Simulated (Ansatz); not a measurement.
The starting structures come from a database of crystals and need not be the phases stable at ambient conditions.

By PBEsol, the system below comes out a metal.

Without scattering a metal conducts by its projected Fermi surface.

```
MnV
1.0
    2.85577     0.00000     0.00000
    0.00000     2.85577     0.00000
    0.00000     0.00000     2.85577
Mn V
1 1
Direct
  0.00000   0.00000   0.00000
  0.50000   0.50000   0.50000
```

Space group of this cell: Pm-3m, CsCl type. The cell is taken as given; by PBEsol its mean pressure is -5.0 GPa.

The current flows along the normal of the first two printed cell vectors, the (001) plane of the conventional cell. No spin-orbit coupling; the value is a mean over 0.1 eV about the Fermi level.

### Question
Give the ballistic conductance per area that Ansatz (a quantum-chemistry and plane-wave program) with PBEsol yields.

### Answer
0.56 × 10¹⁵ S/m² for both spins.
